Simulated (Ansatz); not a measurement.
The structure below was relaxed with plane-wave PAW DFT at the r2SCAN level (Ansatz, a quantum-chemistry and plane-wave program, 500 eV), no spin-orbit coupling, at pressure 2.1 GPa.

Space group Fm-3m (No. 225); a = 3.791 Å, b = 3.791 Å, c = 3.791 Å, α = 90.00°, β = 90.00°, γ = 90.00°

| atom | site | symmetry | x | y | z |
|---|---|---|---|---|---|
| Rh | 4a | m-3m | 0.0000 | 0.0000 | 0.0000 |

### Question
Write out a cell with all atoms.

### Answer
```xyz
4
Lattice="3.7908 0.0000 0.0000 0.0000 3.7908 0.0000 0.0000 0.0000 3.7908" Properties=species:S:1:pos:R:3 pbc="T T T"
Rh     0.0000     0.0000     0.0000
Rh     0.0000     1.8954     1.8954
Rh     1.8954     0.0000     1.8954
Rh     1.8954     1.8954     0.0000
```
This is the conventional cell.

Load acts through the strain it causes; cell and atoms are relaxed under it. No phonon test of stability was made. The final runs are not spin-polarised. The cell was made from Rh in the fcc (Cu type) structure (space group Fm-3m, No. 225) by this change: pressure 2.1 GPa.
